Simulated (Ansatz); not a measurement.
By PBEsol, the system below comes out a metal.

The ballistic (Sharvin) conductance counts the channels at the Fermi level: G/A = (e²/h) × channels of both spins per area.

Input:

```xyz
1
Lattice="2.9824 0.0000 0.0000 0.0000 2.9824 0.0000 1.4912 -1.4912 1.4912" Properties=species:S:1:pos:R:3 pbc="T T T"
V      0.0000     0.0000     0.0000
```

Space group of this cell: Im-3m, bcc (W type). The cell is taken as given; by PBEsol its mean pressure is -4.5 GPa.

The current flows along the normal of the first two printed cell vectors, the (001) plane of the conventional cell. No spin-orbit coupling; the value is a mean over 0.1 eV about the Fermi level.

Predict the ballistic conductance per area from PBEsol in Ansatz (an electronic-structure program).

2.2 × 10¹⁵ S/m² for both spins.
